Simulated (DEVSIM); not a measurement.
Device: abrupt Si p-n junction, at 300 K.

Layer 1 from the left is Si, thickness (μm) 75.0, Na (cm⁻³) 1.1e18, τn (s) 0.00049, τp (s) 0.00049. Layer 2 from the left is Si, thickness (μm) 120, Nd (cm⁻³) 2.5e15, τn (s) 0.00049, τp (s) 0.00049.

Left contact: ohmic. Right contact: ohmic. Voltage is applied to the left contact. Recombination: SRH at mid-gap, Auger. Mobility is μmin + (μ − μmin)/(1 + (N/Nref)^α).

This is a model device: material constants are rounded textbook-type values typed into the input, and sizes, dopings and lifetimes were drawn at random. Values at 300 K.

Si: gap (eV) 1.124, affinity (eV) 4.05, permittivity 11.7, Nc (cm⁻³) 2.86e19, Nv (cm⁻³) 3.1e19, μn (cm²/Vs) 1417, μp (cm²/Vs) 470, μn,min 52, μp,min 45, Nref,n 9.7e16, Nref,p 2.2e17, αn 0.68, αp 0.72, Cn (cm⁶/s) 2.8e-31, Cp (cm⁶/s) 9.9e-32.

DEVSIM, 1D drift-diffusion, Boltzmann statistics, complete ionisation; no tunnelling, impact ionisation, image-force lowering or self-heating.

Dark forward current:

| |V| (V) | |J| (A/cm²) |
|---|---|
| 0.05 | 6.215e-11 |
| 0.10 | 4.122e-10 |
| 0.15 | 2.637e-9 |
| 0.20 | 1.749e-8 |
| 0.25 | 1.187e-7 |
| 0.30 | 8.146e-7 |
| 0.35 | 5.615e-6 |
| 0.40 | 3.878e-5 |
| 0.45 | 0.0002679 |
| 0.50 | 0.001849 |
| 0.55 | 0.01261 |
| 0.60 | 0.08060 |
| 0.65 | 0.4211 |
| 0.70 | 1.668 |
| 0.75 | 5.353 |
| 0.80 | 14.90 |
| 0.85 | 36.57 |
| 0.90 | 77.73 |
| 0.95 | 142.0 |
| 1.00 | 228.0 |
| 1.05 | 332.3 |
| 1.10 | 451.9 |
| 1.15 | 584.5 |
| 1.20 | 728.3 |
| 1.25 | 882.1 |
| 1.30 | 1045 |

Task: Work out the local ideality factor n = ΔV / (kT/q · ln(J2/J1)) between the rows 0.15 and 0.20 V, 0.40 and 0.45 V, 1.25 and 1.30 V.

Result: kT/q = 25.85 mV. From 0.15 to 0.20 V: ln(1.749e-8/2.637e-9) = 1.892, n = 1.02, near the 1 of diffusion or emission over a barrier. From 0.40 to 0.45 V: ln(0.0002679/3.878e-5) = 1.933, n = 1.00, near the 1 of diffusion or emission over a barrier. From 1.25 to 1.30 V: ln(1045/882.1) = 0.169, n = 11.41.

Task: Estimate the current at 0.35 V from the Shockley equation with J0 = Σ q ni² D/(N L) coth(W/L), τ joining the SRH, radiative and Auger lifetimes that are on, and W taken as the whole layer.

Result: ni² = 1.16e20 cm⁻⁶; electrons in the p layer: μ = 272 cm²/Vs, D = 7.02 cm²/s, τ = 8.21e-6 s, L = 75.9 μm, W/L = 0.99, term 2.06e-14 A/cm²; holes in the n layer: μ = 454 cm²/Vs, D = 11.7 cm²/s, τ = 0.000490 s, L = 758 μm, W/L = 0.16, term 7.32e-12 A/cm². J0 = 7.34e-12 A/cm², and J = J0 exp(qV/kT) = 5.57e-6 A/cm². The simulation gives 5.61e-6 A/cm², the same within the digits that matter. The estimate leaves out recombination in the depletion region and that region's share of W.
